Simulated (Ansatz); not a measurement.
Levels about the gap of amorphous Ti$_{20}$O$_{43}$La$_{2}$ (65 atoms in a cell of 818 Å³, 3.90 g/cm³; zone centre alone, so wide bands show as single levels with stretches between that a denser mesh fills), at the geometry that PBE relaxed, where it gives 0.9 GPa on a denser mesh. Exact exchange is cut at the faces of this small cell, which leaves a finite-size error. The participation number counts the atoms over which a state spreads; weights are charges in smoothed Voronoi cells. The levels come from a single point, so bond lengths are those of that geometry. Method of the levels: HSE06, scalar-relativistic without spin-orbit coupling (Ansatz, a quantum-chemistry and plane-wave program). Sampling: the zone centre alone; Fermi-Dirac width 0.02 eV; no spin polarisation.

It comes from a melt-quench run on a machine-learned potential (CHGNet), relaxed afterwards by DFT. O atoms were pushed apart under 1.9 Å during the dynamics, to hinder bonds among them. The hot cell started wider than the set density and was brought back towards it in steps. It is the lowest in DFT energy of 2 quenches. It is a model cell: composition and starting density were chosen by hand, and all elements were melted together. No dispersion term was used. Its density started from a set value of 3.90 and ended at 3.90 g/cm³. The simulated quench (nominally 240 K/ps over its main leg) is rapid and tends to freeze in more defects than a deposited or slowly cooled glass has. One small periodic cell is one sample of the glass; other quenches scatter about these values. The volume was held where the preparation left it and the shape relaxed, at a PBE pressure of 0.9 GPa. Stress components on the final sampling reach 0.9 GPa.

```
E - E(highest filled), eV  filling  participation number        largest on  weight O  weight Ti  weight La
-------------------------  -------  --------------------  ----------------  --------  ---------  ---------
-0.35                       filled                  24.8   O, 3 neighbours      0.93       0.07       0.00
-0.29                       filled                  15.4   O, 3 neighbours      0.93       0.06       0.00
-0.23                       filled                  10.7   O, 2 neighbours      0.93       0.07       0.00
-0.18                       filled                  19.2   O, 2 neighbours      0.93       0.07       0.00
-0.16                       filled                  17.3   O, 2 neighbours      0.93       0.06       0.00
-0.08                       filled                  16.1   O, 2 neighbours      0.94       0.06       0.00
0.00                        filled                  18.9   O, 2 neighbours      0.94       0.06       0.00
4.28                         empty                  10.9  Ti, 6 neighbours      0.20       0.79       0.01
4.42                         empty                  17.2  Ti, 6 neighbours      0.19       0.80       0.01
4.48                         empty                  22.0  Ti, 6 neighbours      0.19       0.80       0.01
4.53                         empty                  20.4  Ti, 6 neighbours      0.20       0.80       0.01
4.56                         empty                  12.9  Ti, 6 neighbours      0.19       0.80       0.01
4.63                         empty                  14.7  Ti, 6 neighbours      0.19       0.80       0.01
4.67                         empty                  14.8  Ti, 6 neighbours      0.19       0.81       0.00
```

Most localised among these is the filled level at -0.23 eV, on a O atom, which has 2 neighbours (Ti 1.81 Å, Ti 1.87 Å).
